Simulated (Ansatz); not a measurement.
Reference: TaRu3 (Pm-3m), PBEsol, DFPT electron-phonon coupling, linearised Boltzmann equation (plane waves, PAW, scalar-relativistic; Ansatz, a program for electronic structure); geometry: relaxed with this functional, without spin-orbit coupling.

Space group Pm-3m (No. 221); a = 3.855 Å, b = 3.855 Å, c = 3.855 Å, α = 90.00°, β = 90.00°, γ = 90.00°

```tsv
atom	site	symmetry	x	y	z
Ta	1b	m-3m	0.5000	0.5000	0.5000
Ru	3d	4/mm.m	0.0000	0.0000	0.5000
```

- resistivity at 300 K = 12.2 μΩ·cm
- mean free path at 300 K = 5.2 nm
- electron-phonon coupling λ = 0.72
- logarithmic mean phonon energy = 17.0 meV

Swap Ta for Nb, keeping the structure type. How do these values move?

NbRu3 (Pm-3m): volume per atom 14.3 to 14.3 Å³; resistivity at 300 K stays about the same (12.2 μΩ·cm to 12.4 μΩ·cm); mean free path at 300 K stays about the same (5.2 nm to 5.0 nm); electron-phonon coupling λ rises (0.72 to 0.77); logarithmic mean phonon energy stays about the same (17.0 meV to 18.0 meV).

Replace Ru by Os on the same sites and relax. What happens?

TaOs3 (Pm-3m): volume per atom 14.3 to 14.7 Å³; resistivity at 300 K rises (12.2 μΩ·cm to 15.9 μΩ·cm); mean free path at 300 K falls (5.2 nm to 4.0 nm); electron-phonon coupling λ rises (0.72 to 0.85); logarithmic mean phonon energy falls (17.0 meV to 14.6 meV).

Swap Ru for Rh, keeping the structure type. How do these values move?

TaRh3 (Pm-3m): volume per atom 14.3 to 14.2 Å³; resistivity at 300 K falls (12.2 μΩ·cm to 8.1 μΩ·cm); mean free path at 300 K rises (5.2 nm to 14.0 nm); electron-phonon coupling λ falls (0.72 to 0.22); logarithmic mean phonon energy rises (17.0 meV to 21 meV).

Moves up to 6 % count as about the same. Metals; harmonic phonons alone scatter; means over directions. The mean free path is weighted by the current that each state carries. Halving the electron mesh moves these values by up to 4 %; q meshes are mostly untested. Some of the runs warned that the eigensolver left states short of its tolerance. Spin-orbit coupling is left out.

Formula and space group known from diffraction (Crystallography Open Database), not checked to be the room-temperature form: TaRh3 (Pm-3m). Computed structure with no diffraction record at hand here (it may be known, metastable or hypothetical): NbRu3 (Pm-3m), TaOs3 (Pm-3m), TaRu3 (Pm-3m). The missing spin-orbit coupling matters most for TaOs3 (Pm-3m), TaRh3 (Pm-3m), TaRu3 (Pm-3m).
